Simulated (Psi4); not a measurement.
Psi4 1.11, PBE/def2-tzvp: Cl[C]Cl, 3 atoms. The geometry is a generated start, not checked to be a minimum at this level.

```yaml
task: energy
method: pbe
basis: def2-tzvp
memory: 3 GB
maxiter: 100
keys_of_the_molecule_block: symmetry c1
scf_type: df (default)
e_convergence: 1e-06 (default)
d_convergence: 1e-06 (default)
dft_radial_points: 75 (default)
dft_spherical_points: 302 (default)
basis_functions: 105
grid_points: 63125
```

```xyz
3

Cl    -1.3876    -0.3307     0.0190
C     -0.0103     0.6161     0.0001
Cl     1.3979    -0.2854    -0.0191
```

With the defaults (diis = true, scf_initial_accelerator = adiis, damping_percentage = 0, diis_start = 1, level_shift = 0, level_shift_cutoff = 0.01, guess = auto, which took SAD, diis_max_vecs = 10) it converges in 9 SCF iterations. One run each on 2 threads, with these changes:
- damping_percentage = 60
- guess = core
- guess = huckel
- diis_max_vecs = 3
- diis = false, scf_initial_accelerator = none, damping_percentage = 60
- scf_initial_accelerator = ediis
- diis_start = 4
- guess = gwh
- level_shift = 0.1, level_shift_cutoff = 0.001

Which of these changes keep the SCF from converging, or lead it to another solution?

No convergence: diis = false, scf_initial_accelerator = none, damping_percentage = 60 (the run ends without SCF convergence in 100 iterations). The rest reach the solution of the defaults.

```json
[
 {"setting": "the defaults", "SCF iterations": "9", "end": "same solution"},
 {"setting": "scf_initial_accelerator = ediis", "SCF iterations": "9", "end": "same solution"},
 {"setting": "level_shift = 0.1, level_shift_cutoff = 0.001", "SCF iterations": "9", "end": "same solution"},
 {"setting": "guess = huckel", "SCF iterations": "11", "end": "same solution"},
 {"setting": "guess = gwh", "SCF iterations": "13", "end": "same solution"},
 {"setting": "diis_max_vecs = 3", "SCF iterations": "13", "end": "same solution"},
 {"setting": "guess = core", "SCF iterations": "14", "end": "same solution"},
 {"setting": "diis_start = 4", "SCF iterations": "15", "end": "same solution"},
 {"setting": "damping_percentage = 60", "SCF iterations": "64", "end": "same solution"},
 {"setting": "diis = false, scf_initial_accelerator = none, damping_percentage = 60", "SCF iterations": "100", "end": "no convergence"}
]
```
